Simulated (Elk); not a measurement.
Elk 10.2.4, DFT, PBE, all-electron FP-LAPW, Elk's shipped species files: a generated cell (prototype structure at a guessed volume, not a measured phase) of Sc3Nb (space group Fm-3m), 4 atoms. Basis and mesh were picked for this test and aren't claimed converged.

```yaml
cell: 5.37, 5.37, 5.37 Å; 60, 60, 60°
task: ground state
xctype: 20
swidth: 0.004 Hartree
k mesh (ngridk): 6×6×6
maxscl: 100
rgkmax: 7 (default)
empty states an atom (nempty): 4 (default)
epspot (Hartree): 1e-06 (default)
epsengy (Hartree): 0.0001 (default)
k-points after symmetry: 16
largest_matrix_size: 359
valence_states: 39
```

One run each.

All on 4 threads, 1 BLAS thread. Base settings, kept where nothing else is said: mixtype = 3 (default), mixsdb = 5 (default), broydpm = [0.4, 0.15] (default), tefvit = false (default) (beta0, autolinengy not set). The settings tried:
- mixtype = 1, beta0 = 0.05 (default)
- broydpm = [0.4, 0.01]
- tefvit = true
- broydpm = [0.2, 0.15]
- mixtype = 0, beta0 = 0.3
- broydpm = [0.05, 0.15]
- broydpm = [0.1, 0.15]
- mixsdb = 20
- mixtype = 0, beta0 = 0.1
- mixsdb = 2
- mixtype = 1, beta0 = 0.01
- autolinengy = true
- mixsdb = 8
- mixtype = 1, beta0 = 0.1
- mixsdb = 3
- broydpm = [0.7, 0.15]
- broydpm = [0.4, 0.5]
- the base settings
- mixsdb = 12

**Question.** Which settings need the fewest self-consistent loops, which the most, and do any fail to converge?

**Answer.** Fewest self-consistent loops, with those close behind: broydpm = [0.7, 0.15] (18); mixsdb = 8 (19); mixsdb = 20 (19); the base settings (20); mixsdb = 12 (20); broydpm = [0.4, 0.01] (21). Most among those that reach the base run's result: mixtype = 1, beta0 = 0.01 (73); mixtype = 1, beta0 = 0.1 (67). No convergence: mixtype = 0, beta0 = 0.1 (without self-consistency in 100 loops); mixtype = 0, beta0 = 0.3 (without self-consistency in 100 loops); tefvit = true (without self-consistency in 100 loops). Converged, but to another result than the base run: autolinengy = true (off by energy 2.2 meV/atom; the energy is the higher one).

```
setting                              self-consistent loops            end
-----------------------------------  ---------------------  -------------
broydpm = [0.7, 0.15]                                   18      converged
mixsdb = 8                                              19      converged
mixsdb = 20                                             19      converged
autolinengy = true                                      19   other result
the base settings                                       20      converged
mixsdb = 12                                             20      converged
broydpm = [0.4, 0.01]                                   21      converged
broydpm = [0.2, 0.15]                                   22      converged
mixsdb = 3                                              24      converged
broydpm = [0.4, 0.5]                                    26      converged
broydpm = [0.1, 0.15]                                   27      converged
mixsdb = 2                                              36      converged
broydpm = [0.05, 0.15]                                  45      converged
mixtype = 1, beta0 = 0.05 (default)                     57      converged
mixtype = 1, beta0 = 0.1                                67      converged
mixtype = 1, beta0 = 0.01                               73      converged
mixtype = 0, beta0 = 0.1                               100  not converged
mixtype = 0, beta0 = 0.3                               100  not converged
tefvit = true                                          100  not converged
```

An iteration's cost differs between solvers, so these counts don't give the time.
